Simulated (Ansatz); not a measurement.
Results of PBEsol (Ansatz, a program for electronic structure, plane waves, PAW) for Zr2InN (P6₃/mmc, No. 194, 8 atoms in the cell; start mp-1084767).

Input:

Ansatz 0.2 input:
```yaml
crystal:
  lattice:
    - [3.2410741228, 0.0, 0.0]
    - [-1.6205370614, 2.8068525259, 0.0]
    - [0.0, 0.0, 14.6898393158]
  atoms:
    - { symbol: Zr, position: [0.6666666667, 0.3333333333, 0.9163534787] }
    - { symbol: Zr, position: [0.3333333333, 0.6666666667, 0.0836465213] }
    - { symbol: Zr, position: [0.3333333333, 0.6666666667, 0.4163534787] }
    - { symbol: Zr, position: [0.6666666667, 0.3333333333, 0.5836465213] }
    - { symbol: In, position: [0.6666666667, 0.3333333333, 0.25] }
    - { symbol: In, position: [0.3333333333, 0.6666666667, 0.75] }
    - { symbol: N, position: [0.0, 0.0, 0.0] }
    - { symbol: N, position: [0.0, 0.0, 0.5] }
basis:
  ecutwfc: 520
  ecutrho_ratio: 4
  xc_grid: 2
kpoints:
  mp_grid: { grid: [18, 18, 4] }
hamiltonian:
  xc: pbesol
  dispersion: none
  pseudopotentials: { kind: paw }
scf:
  occupations: { method: fermi_dirac, width: 0.05 }
output:
  forces: true
  stress: true
  eigenvalues: true
relax:
  f_tol: 0.004
  escape_saddle: false
  max_steps: 80
  cell: { stress_tol: 0.02, fix: [volume] }
```

Excerpt of the program's output:

```
Relaxation: its limit of steps is 80 (relax.max_steps)
Crystal: 8 atoms, lattice volume = 133.637 Å³
Basis set: ecut = 520 eV, 3559 PW (Γ), exchange–correlation on 50×50×240 points (8 copies of the dense FFT grid, shifted against one another)
Bands: 51, of which v1, the nominal top of the filled ones, is band 42 counted from 1 (41 counted from 0)
Symmetry: 24 space group operations
Space group: P63/mmc (ITA 194), of the structure as read, at distance tolerance 5.1e-5 Å
k-points: 111 of 1296
Functional: x = pbesol(κ = 0.804, μ = 0.12345679012345678), c = pbesol(β = 0.046)
SCF iter   1: F=—  HF=-28332.089077 eV  |F-HF|=—  |Δ(HF+E_count)|=         —  Δρ=6.85e-3  dr2=6.82e-2
SCF iter   2: F=—  HF=-28332.077177 eV  |F-HF|=—  |Δ(HF+E_count)|=   1.19e-2  Δρ=2.35e-3  dr2=8.06e-3
  ...
SCF 1 converged in 7 iterations: F = -28332.076101 eV  dr2 = 1.58e-8
Crystal: 8 atoms, lattice volume = 133.637 Å³
Initial density: handed on by an earlier stage of this run
SCF 2 converged in 6 iterations: F = -28332.074723 eV  dr2 = 1.32e-7
  ...
SCF 3 converged in 9 iterations: F = -28332.078947 eV  dr2 = 1.09e-11
Crystal: 8 atoms, lattice volume = 133.637 Å³
SCF 4 converged in 4 iterations: F = -28332.078954 eV  dr2 = 2.04e-9
Crystal: 8 atoms, lattice volume = 133.637 Å³
SCF 5 converged in 4 iterations: F = -28332.078957 eV  dr2 = 1.20e-9
Crystal: 8 atoms, lattice volume = 133.637 Å³
SCF iter   4: F=—  HF=-28332.078957 eV  |F-HF|=—  |Δ(HF+E_count)|=  8.73e-11  Δρ=1.85e-7  dr2=7.30e-11
SCF iter   5: F=-28332.078957 eV  HF=-28332.078957 eV  |F-HF|=3.64e-12  |Δ(HF+E_count)|=  3.64e-12  Δρ=5.22e-8  dr2=3.63e-12
SCF 6 converged in 5 iterations: F = -28332.078957 eV  dr2 = 3.63e-12
SCF converged after 5 iterations
Free energy (F): -28332.078957 eV
Internal energy: -28332.053965 eV  (E = F + TS)
E sigma→0 (E₀):  -28332.066461 eV
Fermi energy:    15.223032 eV
--- Forces (eV/Å), atoms counted from 1 ---
  atom   1  Zr    -0.00000000    -0.00000000     0.00001891
  atom   2  Zr     0.00000000     0.00000000    -0.00001891
  atom   3  Zr     0.00000000     0.00000000     0.00001891
  atom   4  Zr    -0.00000000    -0.00000000    -0.00001891
  atom   5  In    -0.00000000    -0.00000000     0.00000000
  atom   6  In     0.00000000     0.00000000    -0.00000000
  atom   7  N      0.00000000    -0.00000000    -0.00000000
  atom   8  N     -0.00000000     0.00000000     0.00000000
--- Stress (GPa, compression-positive) ---
        3.061684       0.000000       0.000000
        0.000000       3.061684      -0.000000
        0.000000      -0.000000       3.062136
  P = ⅓ Tr σ = 3.0618 GPa (30.618 kbar)
```

The cell is one volume of an energy–volume scan, off the minimum.

The PAW data were made under PBE.

Note: the relaxation could not lower the start's symmetry, so the cell can be a saddle point above a distorted one.

It cost very roughly 3 core-minutes of CPU time.

A start named mp-… is a Materials Project structure, which need not be a measured phase.
